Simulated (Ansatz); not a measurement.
Start from Te (space group P3_121, No. 152; a = 4.624 Å, c = 5.904 Å; made of chains). Axes: x lies along a and z along c of the hexagonal cell.

Computed with r2SCAN in Ansatz (plane waves to 500 eV, PAW, no spin-orbit coupling), earlier PAW set.

Base values:

The pressure is 0.00 GPa and the band gap comes out as 0.54 eV.

Perturbation: the cell is stretched by 4.48 % along x with no lateral relaxation; the atoms relax in the strained cell.

What happens to the pressure?

The pressure (mean of the normal stresses, compression positive) goes from zero to -0.49 GPa.

What happens to the energy relative to the base?

The energy goes up by 3.7 meV/atom.

How does this affect the band gap?

The band gap increases by 0.09 eV (0.54 eV → 0.63 eV).

With Te present, leaving out spin-orbit coupling can change the band edges. Stability against distortions was not tested. No dispersion term is included, though the crystal is made of layers, chains or molecules, so its spacings can come out too wide.

Ansatz is an electronic-structure program.
